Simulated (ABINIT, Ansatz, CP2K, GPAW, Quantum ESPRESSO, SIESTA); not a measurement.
# Code comparison for ScGa₅Fe (P4/mmm, 7 atoms in the cell)

Self-consistent single point.

```yaml
crystal:
  lattice:
    - [4.11746, 0.00000, 0.00000]
    - [0.00000, 4.11746, 0.00000]
    - [0.00000, 0.00000, 6.60474]
  atoms:
    - { symbol: Sc, position: [0.00000, 0.00000, 0.00000] }
    - { symbol: Ga, position: [0.00000, 0.50000, 0.30604] }
    - { symbol: Ga, position: [0.00000, 0.50000, 0.69396] }
    - { symbol: Ga, position: [0.50000, 0.00000, 0.30604] }
    - { symbol: Ga, position: [0.50000, 0.00000, 0.69396] }
    - { symbol: Ga, position: [0.50000, 0.50000, 0.00000] }
    - { symbol: Fe, position: [0.00000, 0.00000, 0.50000] }
```

All programs got the same cell, k-point mesh and kind of occupations (in Ansatz's words: kpoints.mp_grid.grid = 5 5 3; scf.occupations.method = gaussian; scf.occupations.width = 0.2 eV); potentials, basis and cutoffs are each program's usual ones.

```
code                                                                                                                                      model  pressure (GPa)  largest force (eV/Å)  k-points       cutoff
----------------  -----------------------------------------------------------------------------------------------------------------------------  --------------  --------------------  --------  -----------
Quantum ESPRESSO                                                          PBEsol, PseudoDojo standard norm-conserving (PBESOL) pseudopotentials           -1.88                 0.092        12        90 Ry
CP2K                                                                 PBEsol, GPW, DZVP-MOLOPT-SR-GTH basis, GTH-PBE potentials (GTH_POTENTIALS)           -1.40                 0.220        38  grid 600 Ry
Ansatz                                                                                                          PBEsol, PAW files made with PBE           -2.05                 0.087        12       420 eV
SIESTA            GGA PBEsol, numerical atomic orbitals DZP, PseudoDojo PBEsol standard norm-conserving potentials (rewritten from UPF to PSML)           -0.66                 0.213        38  grid 400 Ry
ABINIT                                                           PBEsol, norm-conserving pseudopotentials (PseudoDojo nc-sr-04 PBEsol standard)           -1.87                 0.092        12        45 Ha
GPAW                                                                                      PBEsol, GPAW PAW datasets PBEsol (made by gpaw-setup)           -1.13                 0.169        12       850 eV
```

The spread over the programs that give each value: pressure within 1.39 GPa; largest force within 0.133 eV/Å.

The starting cell comes from a database of computed structures (which also holds hypothetical and non-ambient phases and stackings), without a prior relaxation at this level. Its lattice was rescaled by a random factor within 2.5 % of one. On Ansatz's run: Spin polarisation is off.

Why do the programs differ, and what cannot be compared?

Differences of this kind can come from the potentials, where these differ, and from what each basis and cutoff leave unconverged. The valence holds different numbers of electrons (Quantum ESPRESSO 92, CP2K 92, Ansatz (an electronic-structure program) 92, SIESTA 92, ABINIT 92, GPAW 34). The zero of total energies and Fermi levels follows the potentials and each program's conventions, so they are not compared here. CP2K and SIESTA use small atom-centred bases, whose incompleteness enters pressures, forces and empty levels differently from a plane-wave cutoff. Ansatz's pressure is given at a fixed set of plane waves, as the other plane-wave codes print theirs; with its correction for the finite basis it is -2.00 GPa. The programs reduce the same mesh by symmetry to different extents, which changes the work and not the result. In the pressure, SIESTA (by 1.22) lies more than 1 GPa from the median of the plane-wave programs. In the force vectors, CP2K (by 0.128) and SIESTA (by 0.120) lie more than 0.08 eV/Å from the median of the plane-wave programs.

Left out of this page: Elk (not drawn, or without a comparable value); FLEUR (with a known weakness of the program).

Keys are those of Ansatz 0.2.
